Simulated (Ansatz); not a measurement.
Here is the system:

```
CdGeAs2
1.0
   -3.06012     2.97099     5.65597
    3.06012    -2.97099     5.65597
    3.06012     2.97099    -5.65597
Cd Ge As
2 2 4
Direct
  0.00126   0.00126   0.00000
  0.74874   0.24874   0.50000
  0.49933   0.49933   0.00000
  0.25067   0.75067   0.50000
  0.87500   0.84725   0.47225
  0.14926   0.62500   0.02426
  0.37500   0.40275   0.52775
  0.60074   0.12500   0.97574
```

No spin polarisation.

Calculations: Ansatz (a quantum-chemistry and plane-wave program) PBEsol, no spin-orbit coupling. k-mesh 8×8×8 (Γ-centred); smearing 0.05 eV (Fermi–Dirac).

Q: What pressure (mean of the normal stresses, compression positive) does the calculation give?

A: -1.71 GPa.

Q: What is the computed space group?

A: I2_12_12_1 (No. 24).

The cells carry an imposed strain or load. Whether these cells are dynamically stable was not tested. The cell was made from CdGeAs$_{2}$ in the chalcopyrite structure (space group I-42d, No. 122) by this change: uniaxial strain ε_xx = +3.00 %.
